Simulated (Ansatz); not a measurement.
The reference is Cd in the hcp (Mg type) structure (space group P6_3/mmc, No. 194; relaxed with 0.1 eV smearing).

```
CELL_PARAMETERS angstrom
      3.02943     0.00000     0.00000
     -1.51472     2.62357     0.00000
      0.00000     0.00000     5.75892
ATOMIC_POSITIONS crystal
  Cd 0.66667 0.33333 0.75000
  Cd 0.33333 0.66667 0.25000
```

The values are results of PBE, PAW, 420 eV (Ansatz, a program for electronic structure; no spin-orbit coupling), not measurements.

For the base:

The pressure is 0.0 GPa.

It is then changed as follows: every lattice vector is shortened by 2.00 %, atoms relaxed at fixed cell.

What does the calculation give for the pressure and energy relative to the base after the change?

The pressure (mean of the normal stresses, compression positive) goes from zero to 3.2 GPa; the energy grows by 13 meV/atom.

The cells carry an imposed strain or load. No phonon test of stability was made.
